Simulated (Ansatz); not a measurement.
Take CsSnI₃ in the cubic perovskite structure (space group Pm-3m, No. 221; a = 6.131 Å) as the base.

Calculations: PBEsol in Ansatz (plane waves to 420 eV, PAW, scalar-relativistic without spin-orbit coupling).

One thing is altered: every lattice vector is stretched by 1.80 %; the atoms relax in the strained cell.

Problem. Estimate the effect on the energy relative to the base.

Solution. The energy rises by 7.1 meV/atom.

Problem. Predict the new mean gap deformation potential ΔEg/Δln V.

Solution. The mean gap deformation potential ΔEg/Δln V is +4.5 eV.

Problem. How does this affect the hole mass?

Solution. The hole mass amounts to 0.037 mₑ (at R).

Problem. Predict the new electron mass.

Solution. The electron mass (degenerate bands, along [100]) amounts to 0.029, 0.69, 0.69 mₑ (at R).

Spin-orbit coupling, missing from the scalar runs, can matter with I. Effective masses come from finite differences of ±0.01 Å⁻¹. Stability against distortions was not tested. Many cubic perovskites are stable only at high temperature; tilts and polar distortions were not tested.

Ansatz is a program for electronic structure.
